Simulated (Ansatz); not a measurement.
How far PBE and PBEsol part for BaHfO3, x(Ti) = 0.5, 10 atoms, P4/mmm

Take BaHfO$_{3}$ in the cubic perovskite structure (space group Pm-3m, No. 221; a = 4.206 Å) as the base.

(Cell as relaxed with PBE.)

Levels (all Ansatz, a program for electronic structure, PAW): PBE (420 eV, scalar-relativistic without spin-orbit coupling); PBEsol (420 eV, no spin-orbit coupling).

Each level relaxes its own structure.

```csv
base,PBE,PBEsol
volume per atom,14.88 Å³,14.37 Å³
lattice parameter a,4.206 Å,4.158 Å
band gap,3.62 eV,3.58 eV
```

The change: Ti replaces 50.0 % of the Hf, ordered in a cell of 10 atoms (starting symmetry P4/mmm) and fully relaxed.

```tsv
quantity	PBE	PBEsol
gap character (in this cell's own zone, which can be folded)	indirect, M → Γ	indirect, M → Γ
shift of the gap caused by the change	-1.80 eV	-1.72 eV
mixing energy	+11 meV/atom	+13 meV/atom
volume per atom	13.97 Å³	13.48 Å³
band gap	1.82 eV	1.86 eV
```

PBE's shift of the gap caused by the change lies 0.08 eV below PBEsol's; PBE's mixing energy lies 2 meV/atom below PBEsol's; PBE's volume per atom lies 0.495 Å³ above PBEsol's (3.7 %); PBE's band gap lies 0.04 eV below PBEsol's; the two agree on the gap character. Neither level is exact; PBEsol is the comparison here, not a measurement.

Each cell is one ordered arrangement of few atoms, which overstates ordering effects compared with a random alloy. Spin-orbit coupling, missing from the scalar runs, can matter with Hf. Stability against distortions was not tested. The base started in P4mm and relaxed to Pm-3m at this level. All final runs are without spin polarisation. This is not the structure that BaTiO3 has at room temperature and ambient pressure. Labels are those of the standard path for the cell's own space group.
